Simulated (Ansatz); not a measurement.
The parent structure is HfN in the rock salt structure (space group Fm-3m, No. 225; relaxed with 0.1 eV smearing).

```xyz
2
Lattice="0.0000 2.2631 2.2631 2.2631 0.0000 2.2631 2.2631 2.2631 0.0000" Properties=species:S:1:pos:R:3 pbc="T T T"
N      0.0000     0.0000     0.0000
Hf     2.2631     2.2631     2.2631
```

Cartesian axes are those of the cell as printed.

Calculations: DFT with r2SCAN, PAW potentials and a 500 eV plane-wave cutoff in Ansatz (a first-principles code), no spin-orbit coupling, earlier PAW set.

Perturbation: uniaxial stress, 3 GPa tension along x; all other stress components relax to zero.

Task: Predict the new energy relative to the base, secant Young's modulus along x and mean lateral Poisson ratio.

Result: The energy increases by 0.6 meV/atom; the secant Young's modulus along x is 550 GPa; the mean lateral Poisson ratio amounts to 0.16.

Load acts through the strain it causes; cell and atoms are relaxed under it. Stability under load was not tested beyond the relaxation. All final runs are without spin polarisation. An odd electron count without spin: HfN.
